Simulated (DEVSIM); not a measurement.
Structure: abrupt Si n-p junction, at 250 K.

```csv
layer (left to right),material,thickness (μm),Nd (cm⁻³),Na (cm⁻³),τn (s),τp (s)
1,Si,0.330,2.7e16,-,3.6e-6,3.6e-6
2,Si,2.40,-,3e15,3.6e-6,3.6e-6
```

Left contact: ohmic. Right contact: ohmic. Voltage is applied to the left contact. Recombination: SRH at mid-gap, radiative, Auger. Mobility is constant in doping.

The device is made up for the run: typed textbook-type constants, with dimensions and the other settings drawn at random. Values at 300 K; Nc and Nv go as T^1.5, mobilities as T to minus their exponent, the gap by Varshni's rule with the affinity fixed.

```
parameter               Si
----------------  --------
gap (eV)             1.124
affinity (eV)         4.05
permittivity          11.7
Nc (cm⁻³)          2.86e19
Nv (cm⁻³)           3.1e19
μn (cm²/Vs)           1417
μp (cm²/Vs)            470
T exponent of μn       2.3
T exponent of μp       2.2
B (cm³/s)          4.7e-15
Cn (cm⁶/s)         2.8e-31
Cp (cm⁶/s)         9.9e-32
Varshni α (eV/K)  0.000473
Varshni β (K)          636
```

Model (solved in DEVSIM): 1D drift-diffusion, Boltzmann statistics, complete ionisation; no tunnelling, impact ionisation, image-force lowering or self-heating.

Tabulate band edges, carrier densities and field at zero bias.

Energies count from the Fermi level of the right contact; mesh points crowd at the junctions.

```tsv
x (μm)	Ec (eV)	Ev (eV)	n (cm⁻³)	p (cm⁻³)	field (V/cm)
0.000	0.144	-0.992	2.7e16	< 1e2	≈ 0
0.01615	0.144	-0.992	2.7e16	< 1e2	≈ 0
0.04399	0.144	-0.992	2.7e16	< 1e2	≈ 0
0.08525	0.144	-0.992	2.7e16	< 1e2	≈ 0
0.1780	0.144	-0.992	2.7e16	< 1e2	110
0.2435	0.149	-0.988	2.2e16	< 1e2	1900
0.2877	0.170	-0.966	8.1e15	< 1e2	9500
0.3205	0.220	-0.917	8.1e14	< 1e2	21000
0.3342	0.252	-0.884	1.8e14	< 1e2	25000
0.3539	0.300	-0.836	1.9e13	330	24000
0.3902	0.384	-0.752	3.9e11	17000	22000
0.4794	0.565	-0.571	8.8e7	7.3e7	18000
0.5980	0.748	-0.388	18000	3.6e11	13000
0.7974	0.910	-0.226	< 1e2	6.6e14	3900
1.316	0.943	-0.193	< 1e2	3.0e15	≈ 0
1.900	0.943	-0.193	< 1e2	3.0e15	≈ 0
2.247	0.943	-0.193	< 1e2	3.0e15	≈ 0
2.464	0.943	-0.193	< 1e2	3.0e15	≈ 0
2.607	0.943	-0.193	< 1e2	3.0e15	≈ 0
2.671	0.943	-0.193	< 1e2	3.0e15	≈ 0
2.705	0.943	-0.193	< 1e2	3.0e15	≈ 0
2.730	0.943	-0.193	< 1e2	3.0e15	≈ 0
```
